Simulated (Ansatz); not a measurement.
O on the F site in rock-salt LiF: one set of geometries, relaxed with PBE, evaluated in Ansatz (PAW, plane waves to 420 eV, 500 eV under r2SCAN) with PBE, r2SCAN.

Details: 64-site cell; 2×2×2 shifted k-points; start: the F site; charged states image-corrected; energies good to tenths of an eV.

```csv
quantity,PBE,r2SCAN
host gap (eV),8.83,___
ε(+1/0) above the VBM (eV),0.75,___
ε(0/−1) above the VBM (eV),2.67,___
largest moment on one atom at charge +1 (μB),1.38,___
"neutral formation energy against F2 molecule in a box, O2 molecule in a box (eV)",4.41,___
largest moment on one atom at charge 0 (μB),0.75,___
```

Problem. Given the lower rungs, what does r2SCAN give?

Solution. 
- host gap (eV), r2SCAN: 9.79
- ε(+1/0) above the VBM (eV), r2SCAN: 0.97
- ε(0/−1) above the VBM (eV), r2SCAN: 3.33
- largest moment on one atom at charge +1 (μB), r2SCAN: 1.51
- neutral formation energy against F2 molecule in a box, O2 molecule in a box (eV), r2SCAN: 4.38
- largest moment on one atom at charge 0 (μB), r2SCAN: 0.79

Ansatz is an electronic-structure program.
